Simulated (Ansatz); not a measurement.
## A computed series for BaTiO3: response to strain

Start from BaTiO₃ (space group P4mm, No. 99).

```yaml
crystal:
  lattice:
    - [3.95540, 0.00000, 0.00000]
    - [0.00000, 3.95540, 0.00000]
    - [0.00000, 0.00000, 4.04425]
  atoms:
    - { symbol: Ti, position: [0.50000, 0.50000, 0.44700] }
    - { symbol: Ba, position: [0.00000, 0.00000, 0.93176] }
    - { symbol: O, position: [0.50000, 0.50000, 0.90197] }
    - { symbol: O, position: [0.50000, 0.00000, 0.41263] }
    - { symbol: O, position: [0.00000, 0.50000, 0.41263] }
```

Cartesian axes are those of the cell as printed.

Strains are applied to the cell and any free atomic positions relax; under biaxial strain the out-of-plane vector relaxes too; under stress the whole cell relaxes.

Method: PBEsol/PAW in Ansatz (an electronic-structure program), scalar-relativistic without spin-orbit coupling.

Q: Only one of these has a direct gap. Which?
A) biaxial strain −1.04 %, plane normal [001], relaxed out of plane
B) uniaxial stress, 8 GPa compression along z
C) biaxial strain −1.40 %, plane normal [001], relaxed out of plane
D) strain tensor (xx, yy, zz, yz, xz, xy) = (−0.49, −1.67, −1.70, −1.49, −2.47, +1.41) %
E) isotropic strain −3.56 %

A: E, isotropic strain −3.56 %. Computed: biaxial strain −1.04 %, plane normal [001], relaxed out of plane: indirect, A → Γ; uniaxial stress, 8 GPa compression along z: indirect, A → Γ; biaxial strain −1.40 %, plane normal [001], relaxed out of plane: indirect, A → Γ; strain tensor (xx, yy, zz, yz, xz, xy) = (−0.49, −1.67, −1.70, −1.49, −2.47, +1.41) %: indirect, R → Γ; isotropic strain −3.56 %: direct at Γ

Beyond what the load breaks, stability against distortions was not tested. The final runs are not spin-polarised. Labels are those of the standard path for the cell's own space group.
